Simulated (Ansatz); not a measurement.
B (model structure, started from the simple cubic type, Pm-3m, No. 221, 1 atom in the cell), treated with r²SCAN (Ansatz, a quantum-chemistry and plane-wave program, PAW).

Run with plane-wave cutoff 560 eV, 28×28×28 k mesh, Fermi–Dirac smearing 0.05 eV, scalar-relativistic PAW data made under PBE.

Cell (relaxed at this level):

Space group Pm-3m (No. 221); a = 1.886 Å, b = 1.886 Å, c = 1.886 Å, α = 90.00°, β = 90.00°, γ = 90.00°

```csv
atom,site,symmetry,x,y,z
B,1a,m-3m,0.0000,0.0000,0.0000
```

Q: Predict the bulk modulus.

A: 
* **bulk modulus**: 232 GPa

The run finds no gap.

Note: the bulk modulus is −V dP/dV from two relaxed cells at ±2 % in volume; the relaxation could raise the start's symmetry but not lower it, so the cell can be a saddle point.

Computed values are for the static lattice.

A model structure was made by putting elements into a prototype or built by hand; it is no filed structure, need not be a known phase, and can be a saddle point held by its symmetry.
